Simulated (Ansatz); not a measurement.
Subject: the energy of the reaction as written. Reaction: 3/2 cell B + H2O (gas) → cell A. Negative: the products are lower in energy.

Cell A: a slab of MgO (rock salt, Fm-3m) cut along (111), 15 atoms, hexagonal cell of 3.01 Å (7.8 Å²), symmetry P-3m1 within 0.02 Å, 16.4 Å thick under 16 Å of vacuum, in-plane vectors held at the crystal's; planes from bottom to top: H | O | Mg | O | Mg | O | Mg | O | Mg | O | Mg | O | Mg | O | H; added, foreign or displaced atoms, above the top plane and below the bottom plane: two times H bound to 1 O at 0.96 Å; spin state with PBE: run without spin, k-point mesh 11×11×1.
```
CELL_PARAMETERS angstrom
      3.00829     0.00000     0.00000
     -1.50414     2.60525     0.00000
      0.00000     0.00000    32.71719
ATOMIC_POSITIONS crystal
  H  0.00000 0.00000 0.24992
  O  0.00000 0.00000 0.27931
  Mg 0.33333 0.66667 0.31201
  O  0.66667 0.33333 0.34979
  Mg 0.00000 0.00000 0.38738
  O  0.33333 0.66667 0.42492
  Mg 0.66667 0.33333 0.46246
  O  0.00000 0.00000 0.50000
  Mg 0.33333 0.66667 0.53754
  O  0.66667 0.33333 0.57508
  Mg 0.00000 0.00000 0.61262
  O  0.33333 0.66667 0.65021
  Mg 0.66667 0.33333 0.68799
  O  0.00000 0.00000 0.72069
  H  0.00000 0.00000 0.75008
```

Cell B: a slab of composition Mg4O4, 8 atoms, hexagonal cell of 3.45 Å (10.3 Å²), symmetry P-3m1 within 0.02 Å, 6.5 Å thick under 16 Å of vacuum, in-plane vectors held at the given values, so it may be strained; planes from bottom to top: MgO × 4; a model cell; spin state with PBE: run without spin, k-point mesh 10×10×1.
```yaml
crystal:
  lattice:
    - [3.45000, 0.00000, 0.00000]
    - [-1.72500, 2.98779, 0.00000]
    - [0.00000, 0.00000, 22.45000]
  atoms:
    - { symbol: Mg, position: [0.66667, 0.33333, 0.35778] }
    - { symbol: O, position: [0.33333, 0.66667, 0.35516] }
    - { symbol: Mg, position: [0.33333, 0.66667, 0.45187] }
    - { symbol: O, position: [0.66667, 0.33333, 0.45235] }
    - { symbol: Mg, position: [0.66667, 0.33333, 0.54813] }
    - { symbol: O, position: [0.33333, 0.66667, 0.54765] }
    - { symbol: Mg, position: [0.33333, 0.66667, 0.64222] }
    - { symbol: O, position: [0.66667, 0.33333, 0.64484] }
```

Reference: an isolated H2O molecule (singlet) in a box of 11 × 13 × 13 Å.

Computed with Ansatz (plane waves, PAW), its PAW set soft_1, cutoff 420 eV, 500 eV for r2SCAN. The structures are at rest with PBE, within the held lattices; other levels are single points on them. HSE06 runs on coarser k-point meshes, mended by the PBE difference between the two meshes. Neutral cells; Fermi-Dirac smearing of at most 0.05 eV in the solids, energies taken to zero width. The lattices are those relaxed with PBE or held as stated, so at other levels the solids can be strained, which adds to the spread. A dispersion term (D3(BJ), or D4 for r2SCAN) was computed beside these levels and is taken off wherever the name lacks it. Nuclei at rest; no vibrational terms. Cells are local rest points, mostly with their start's symmetry. Values are for these cell sizes. The cells' k-point meshes differ in density, so the last digit is unsettled. Cell A has symmetry P-3m1 within 0.02 Å and got no random move, so less symmetric positions, which may lie lower, weren't tried. Cell B has symmetry P-3m1 within 0.02 Å and got no random move, so less symmetric positions, which may lie lower, weren't tried.

Q: Estimate the value that PBE returns for this input.

A: -2.32 eV, for 3/2 cell B + H2O (gas) → cell A.

Q: List the value at the remaining levels and say how far they part.

A: 
```csv
Level,value (eV),less PBE
r2SCAN,-3.13,-0.81
HSE06,-2.70,-0.38
```

The levels shown span 0.81 eV, from r2SCAN (-3.13) to PBE (-2.32).

Ansatz is a program for electronic structure.
